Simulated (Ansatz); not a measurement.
L1₀ (CuAu-type) TiAl

Computed with PBE (plane waves, PAW; Ansatz, a quantum-chemistry and plane-wave program).

Run with plane-wave cutoff 520 eV, 22×22×16 k mesh (along the axes of the cell as run), Fermi–Dirac smearing 0.038 eV (set by the program), no spin polarisation, scalar-relativistic PAW data made under PBE.

Cell: relaxed at this level.

```yaml
elastic constant C13: 83.5 GPa
elastic constant C33: 171 GPa
elastic constant C44: 112 GPa
Voigt–Reuss–Hill bulk modulus: 114 GPa
Voigt–Reuss–Hill shear modulus (Hill average): 69.4 GPa
young_modulus: 173 GPa
poisson_ratio: 0.246
```

Measured, for comparison: elastic constant C13 75 GPa, elastic constant C33 183 GPa, elastic constant C44 109 GPa (0 K, extrapolated to 0 K, Ti-56 at.% Al crystal; axes of the face-centred tetragonal cell; as tabulated in Qi et al. (2023), arXiv:2305.11825). Computed (rounded) less measured: elastic constant C13 +11 %, elastic constant C33 -7 %, elastic constant C44 +3 %.

Elastic constants are with the ions relaxed.

Computing time: roughly 13 core-minutes.
